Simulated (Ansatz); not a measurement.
The starting structures come from a database of crystals and need not be the phases stable at ambient conditions.

 Where the default PAW files enter, the runs use the earlier of Ansatz's two default sets.

Data:

```
AlGaN2
1.0
    3.14528     0.00000     0.00000
   -1.57264     2.72389     0.00000
    0.00000     0.00000     5.09689
Al Ga N
1 1 2
Direct
  0.00000   0.00000   0.99926
  0.66667   0.33333   0.49717
  0.66667   0.33333   0.11180
  0.00000   0.00000   0.62816
```

Space group of this cell: P3m1. The cell is taken as given.

The current runs along the normal of the first two printed vectors, the (001) plane. All runs by Ansatz (an electronic-structure program), plane waves and PAW, without spin-orbit coupling; the base is r2SCAN.

| run | mean pressure (GPa) | gap (eV) | mid-gap κ (1/Å) |
|---|---|---|---|
| base | -0.4 | 3.37 | 0.225 |
| all lengths scaled by 0.98 | 13.5 | 3.84 | 0.250 |
| all lengths scaled by 1.02 | -11.1 | … | … |
| lda in place of r2scan | -5.0 | … | … |
| lengths across the current scaled by 0.98, ions clamped | 8.7 | 3.61 | 0.236 |
| lengths across the current scaled by 1.02, ions clamped | -7.8 | 3.12 | 0.213 |
| lengths along the current scaled by 0.97, ions clamped | 6.3 | … | … |
| lengths along the current scaled by 1.03, ions clamped | -5.7 | 3.04 | 0.205 |
| pbesol in place of r2scan | 0.1 | 2.82 | 0.202 |

Q: Fill in the missing entries.

A: 
- all lengths scaled by 1.02, gap (eV): 2.92
- all lengths scaled by 1.02, mid-gap κ (1/Å): 0.200
- lda in place of r2scan, gap (eV): 2.89
- lda in place of r2scan, mid-gap κ (1/Å): 0.208
- lengths along the current scaled by 0.97, ions clamped, gap (eV): 3.68
- lengths along the current scaled by 0.97, ions clamped, mid-gap κ (1/Å): 0.245
